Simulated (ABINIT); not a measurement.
## Equation of state of rock-salt CaSe (space group 225): energy against volume (ABINIT, LDA)

```
CaSe
1.0
    0.00000     2.84488     2.84488
    2.84488     0.00000     2.84488
    2.84488     2.84488     0.00000
Ca Se
1 1
Direct
  0.00000   0.00000   0.00000
  0.50000   0.50000   0.50000
```

Method of the run: LDA (PW92), norm-conserving pseudopotentials (PseudoDojo nc-sr-04 LDA standard) (plane waves; ABINIT). Settings: pseudos = [Ca.upf, Se.upf]; ecut = 56 Ha; occopt = 3; tsmear = 0.01 eV; ngkpt = 10 10 10; nshiftk = 1; shiftk = 0 0 0; potentials = PseudoDojo nc-sr-04 LDA standard; nband = 18; kptopt = 1; nstep = 80; tolvrs = 1e-12. The cell above is the first row's. The rows scale it uniformly. In all rows fractional positions and the k mesh are held. E is the free energy at the stated smearing, counted from the lowest row.

| V (Å^3/atom) | E (meV/atom) |
|---|---|
| 23.025 | 11.84 |
| 23.525 | 3.76 |
| 24.026 | 0.00 |
| 24.526 | 0.13 |
| 25.027 | 3.74 |
| 25.527 | 10.50 |
| 26.028 | 20.09 |
| 26.528 | 32.21 |
| 27.029 | ? |

Taking the third-order Birch-Murnaghan form, a cubic in V^(-2/3) for E over the 8 complete rows: With u = V^(-2/3) - 0.118, the rows have u = 0.005557, 0.003800, 0.002101, 0.000463, -0.001123, -0.002655, -0.004140, -0.005575. Least squares gives E = 0.825 - 1831.0·u + 683714·u² + 435445·u³. Residuals (row less fit): 0.002, -0.004, 0.000, 0.006, -0.003, 0.002, -0.003, 0.002; standard error 0.005 (degrees of freedom: 4). Its minimum lies at u = 0.001337, so V0 = (0.119337)^(-3/2) = 24.26. There d²E/du² = 1371000 and d³E/du³ = 2613000, so B0 = (4/9) × 24.26^(-7/3) × 1371000 × 0.160218 = 57.3 GPa (the last factor turns the table's units into GPa), and B0' = 4 + (2/3) × 0.119337 × (2613000)/1371000 = 4.2. The program's pressures in the fitted runs (not shown) pass through zero at V = 24.25, 0.01 % from this V0.

**Question.** Estimate the missing E (V = 27.029); what did the run itself give?

**Answer.** u = -0.006968, so E = 0.825 - 1831.0 × (-0.006968) + 683714 × (-0.006968)² + 435445 × (-0.006968)³ = 46.632 meV/atom. The calculation gives 46.62 meV/atom, 0.012 meV/atom below the prediction (under 0.05 % of the range of E in the table). The row lies outside the fitted rows, so this is an extrapolation. From the scatter of the fitted rows alone, a prediction at this place has a standard error of 0.011 meV/atom, so the miss is 1.1 times that.

Carrying the step between the two nearest rows on in a straight line would have given 44.35, off by 2.27; series whose last step already gives the withheld value aren't shown. The scan was laid around a cell of about the measured size, scaled by a guess for this functional. The runs keep the symmetry of the cell, so they don't test it for distortions. Cutoffs and mesh are single choices, not tested for convergence of this quantity. Series with a scatter that would blur these digits, or in which a gap closes, are not shown. Nor are scans whose minimum lies at an end fitted in this form.
